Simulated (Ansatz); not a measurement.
A computed series for SrZrO3: response to strain

The reference is SrZrO3 (space group Imma, No. 74; a = 5.795 Å, b = 8.135 Å, c = 5.814 Å; a cell from a computed database, its experimental status unchecked). Axes: x, y, z lie along a, b, c of the conventional cell.

Strains are applied to the cell and any free atomic positions relax; under biaxial strain the out-of-plane vector relaxes too.

All numbers come from PBEsol, PAW, 420 eV (Ansatz, a first-principles code; no spin-orbit coupling).

Problem. Only one of these has a direct gap. Which?
A) biaxial strain −4.30 %, plane normal [001], relaxed out of plane
B) uniaxial strain ε_zz = −4.48 %
C) biaxial strain +1.41 %, plane normal [001], relaxed out of plane

Solution. A, biaxial strain −4.30 %, plane normal [001], relaxed out of plane. Computed: biaxial strain +1.41 %, plane normal [001], relaxed out of plane: indirect, X → Γ; uniaxial strain ε_zz = −4.48 %: indirect, X → Γ; biaxial strain −4.30 %, plane normal [001], relaxed out of plane: direct at Γ

A biaxial case was relaxed in a doubled cell and then solved in the primitive one. No phonon test of stability was made.
